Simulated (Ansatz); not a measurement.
A self-consistent single point of AgI (F-43m, 2 atoms in the cell) with Ansatz (a first-principles code).

Method of the run: LDA (PW92), default PAW files made with PBE (plane waves; Ansatz).

```
CELL_PARAMETERS angstrom
      0.00000     3.25000     3.25000
      3.25000     0.00000     3.25000
      3.25000     3.25000     0.00000
ATOMIC_POSITIONS crystal
  Ag 0.00000 0.00000 0.00000
  I  0.25000 0.25000 0.25000
```

Reference input (self-consistent single point, DFT, PBE, plane waves, default PAW files): kpoints.mp_grid.grid = 9 9 9; hamiltonian.xc = pbe; hamiltonian.pseudopotentials = {kind: paw} (the program's default PAW files); scf.occupations.method = fermi_dirac; scf.occupations.width = 0.0037 Ry. This run's input differs from it in these lines:

Ansatz 0.2 input:
```diff
@@ -11,3 +11,3 @@
 hamiltonian:
-  xc: pbe
+  xc: lda
   pseudopotentials: { kind: paw }
```

The program printed (abridged):

```
SCF iter   1: F=—  HF=-14814.279329 eV  |F-HF|=—  |Δ(HF+E_count)|=         —  Δρ=7.31e-3  dr2=2.92e-2  ethr=1.77e-3  ⟨swp⟩=6.2  Hψ=3783  notcnv=0
all-band conjugate gradients solve this SCF's bands
preconditioner: auto → none
SCF iter   2: F=—  HF=-14814.272059 eV  |F-HF|=—  |Δ(HF+E_count)|=   7.27e-3  Δρ=3.53e-3  dr2=5.52e-3  ethr=8.11e-5  ⟨swp⟩=2.0  Hψ=1781  notcnv=0
SCF iter   3: F=—  HF=-14814.270744 eV  |F-HF|=—  |Δ(HF+E_count)|=   1.32e-3  Δρ=1.59e-3  dr2=8.32e-4  ethr=1.53e-5  ⟨swp⟩=2.0  Hψ=1344  notcnv=0
SCF iter   4: F=—  HF=-14814.270624 eV  |F-HF|=—  |Δ(HF+E_count)|=   1.19e-4  Δρ=5.42e-4  dr2=9.66e-5  ethr=2.31e-6  ⟨swp⟩=2.0  Hψ=952  notcnv=0
SCF iter   5: F=—  HF=-14814.270617 eV  |F-HF|=—  |Δ(HF+E_count)|=   7.70e-6  Δρ=6.01e-5  dr2=1.52e-6  ethr=2.68e-7  ⟨swp⟩=2.0  Hψ=1068  notcnv=0
SCF iter   6: F=-14814.270617 eV  HF=-14814.270617 eV  |F-HF|=1.51e-8  |Δ(HF+E_count)|=   9.78e-8  Δρ=9.29e-6  dr2=3.47e-8  ethr=2.78e-10  ⟨swp⟩=5.6  Hψ=4003  notcnv=0
SCF 1 converged in 6 iterations: F = -14814.270617 eV  dr2 = 3.47e-8
Free energy (F): -14814.270617 eV
Internal energy: -14814.270616 eV  (E = F + TS)
E sigma→0 (E₀):  -14814.270617 eV
Entropy (-TS):   -0.000000 eV (-0.000 meV/atom)
Fermi energy:    7.019646 eV
--- Forces (eV/Å), atoms counted from 1 ---
  atom   1  Ag     0.00000000     0.00000000    -0.00000000
  atom   2  I     -0.00000000     0.00000000     0.00000000
--- Stress (GPa, compression-positive) ---
       -2.433500      -0.000000      -0.000000
       -0.000000      -2.433500       0.000000
       -0.000000       0.000000      -2.433500
  P = ⅓ Tr σ = -2.4335 GPa (-24.335 kbar)
  The stress holds the Pulay correction. Without it, at fixed plane waves, as pw.x and ABINIT print it: P = -2.4585 GPa
```

The run converged in 6 iterations. Against the reference run the pressure goes from 1.78 to -2.43 GPa and the gap on the mesh goes from 1.340 to 1.055 eV.

The starting cell has typed, rounded lattice constants, without a prior relaxation at this level. Spin-orbit coupling is off. Ansatz's pressure includes its estimate of the finite-basis (Pulay) stress.
